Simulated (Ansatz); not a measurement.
ZrSi (model structure, started from the NbAs type, I4₁md, No. 109, 4 atoms in the cell)

Method: PBEsol (plane waves, PAW; Ansatz, a program for electronic structure).

Numerical settings: plane-wave cutoff 500 eV, 16×16×16 k mesh, Fermi–Dirac smearing 0.05 eV, scalar-relativistic PAW data made under PBE.

Cell (relaxed at this level):

Space group I4₁md (No. 109); a = 3.4034 Å, b = 3.4034 Å, c = 13.6379 Å, α = 90.00°, β = 90.00°, γ = 90.00°

```json
[
 {"atom": "Zr", "site": "4a", "symmetry": "2mm.", "x": "0.0000", "y": "0.0000", "z": "0.5078"},
 {"atom": "Si", "site": "4a", "symmetry": "2mm.", "x": "0.0000", "y": "0.0000", "z": "0.9082"}
]
```
(The calculation used a cell of 4 atoms; values per cell refer to that cell.)

For ZrSi (model structure, started from the NbAs type, I4₁md, No. 109, 4 atoms in the cell), the band gap is zero (no gap).

Note: the relaxation could raise the start's symmetry but not lower it, so the cell can be a saddle point.

Spin–orbit coupling is not included.

Computed values are for the static lattice.

It cost around 3 core-minutes (rough) of CPU time.

A model structure was made by putting elements into a prototype or built by hand; it is no filed structure, need not be a known phase, and can be a saddle point held by its symmetry.
